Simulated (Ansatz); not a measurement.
Start from BiB in the zinc blende structure (space group F-43m, No. 216; a hypothetical phase, not in the database extracts checked).

```xyz
2
Lattice="0.0000 2.7452 2.7452 2.7452 0.0000 2.7452 2.7452 2.7452 0.0000" Properties=species:S:1:pos:R:3 pbc="T T T"
Bi     4.1179     4.1179     4.1179
B      0.0000     0.0000     0.0000
```

Cartesian axes are those of the cell as printed.

Computed with DFT with r2SCAN, PAW potentials and a 500 eV plane-wave cutoff in Ansatz (a first-principles code), scalar-relativistic without spin-orbit coupling.

Perturbation: a pure shear with ε_yz = ε_zy = -0.0166, atoms relaxed at fixed cell.

### Question
Predict the stress tensor and what it implies for the stiffness.

### Answer
Stress of the strained cell less that of the base (GPa, compression positive):
```
  -0.01    0.00    0.00
   0.00    0.12    2.67
   0.00    2.67    0.12
```

Then −Δσ/γ with γ = 2ε = -0.0332 gives secant stiffness values (nonlinear terms included at this strain): C44 ≈ 80 GPa.

As a check, the harmonic strain energy −½ V₀ Δσ:ε is 5.7 meV/atom; the computed energy rise is 5.7 meV/atom.

Whether these cells are dynamically stable was not tested.
